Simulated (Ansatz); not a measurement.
An Ansatz (a quantum-chemistry and plane-wave program) input (PBE (Ansatz; PAW; 420 eV plane waves; without spin-orbit coupling), earlier PAW set):

Ansatz 0.2 input:
```yaml
crystal:
  lattice:
    - [6.0027651902, 0, 0]
    - [0, 6.0027651902, 0]
    - [0, 0, 6.0027651902]
  atoms:
    - { symbol: Cs, position: [0, 0, 0] }
    - { symbol: Pb, position: [0.5, 0.5, 0.5] }
    - { symbol: Br, position: [0, 0.5, 0.5] }
    - { symbol: Br, position: [0.5, 0.5, 0] }
    - { symbol: Br, position: [0.5, 0, 0.5] }
basis: { ecutwfc: 420, ecutrho_ratio: 4, xc_grid: 2, fft_grid_basis: typed }
kpoints: { mp_grid: { grid: [8, 8, 8] } }
hamiltonian:
  xc: pbe
  dispersion: none
  pseudopotentials: { azcp: { folder: ./paw }, kind: paw }
total_charge: -1.081494
scf: { occupations: { method: fermi_dirac, width: 0.0259 }, convergence: { dr2_threshold: 0.0000000005 } }
relax: { f_tol: 0.005, max_steps: 30 }
output: { forces: true, stress: true }
checkpoint: { write: state.ck, write_every: 1000 }
```

Which symmetry and how many k-points will the program report, and about how many plane waves at Γ?

Space group Pm-3m (ITA 221) with 48 operations, k-points 35 of 512, and 4169 plane waves at Γ.

Charged cell with a jellium background: band edges are those of the host's band count, energies are not comparable with the neutral cell, and many-body gap narrowing is missing. No phonon test of stability was made. The cell was made from CsPbBr3 in the cubic perovskite structure (space group Pm-3m, No. 221) by this change: electrons 5.0×10^21 cm⁻³. Many cubic perovskites are stable only at high temperature; tilts and polar distortions were not tested. This is not the structure that CsPbBr3 has at room temperature and ambient pressure.
